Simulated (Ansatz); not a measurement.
Consider CdCu2GeSe4 (space group I-42m, No. 121; a = 5.7302 Å, c = 11.0241 Å).

Perturbation: cell and atoms relaxed at a pressure of 15 GPa.

Level of theory: PBEsol (Ansatz, an electronic-structure program), no spin-orbit coupling.

### Question
Give the band edges at the high-symmetry points of the new zone, measured from its valence-band maximum.

### Answer
| point | valence edge (eV) | conduction edge (eV) |
|---|---|---|
| Γ | 0.00 | 0.17 |
| X | -0.46 | 0.45 |
| P | -0.91 | 1.05 |
| N | -1.15 | 1.82 |
| M | -1.25 | 1.17 |
| S | -0.86 | 1.52 |
| S₀ | -0.86 | 1.52 |
| R | -0.89 | 1.00 |
| G | -0.89 | 1.00 |

The gap is 0.17 eV, direct at Γ.

Load acts through the strain it causes; cell and atoms are relaxed under it. No phonon test of stability was made. No other phases were tried under pressure. The final runs are not spin-polarised. A zero or small gap of CdCu2GeSe4 can be the functional's error rather than a property of the material.
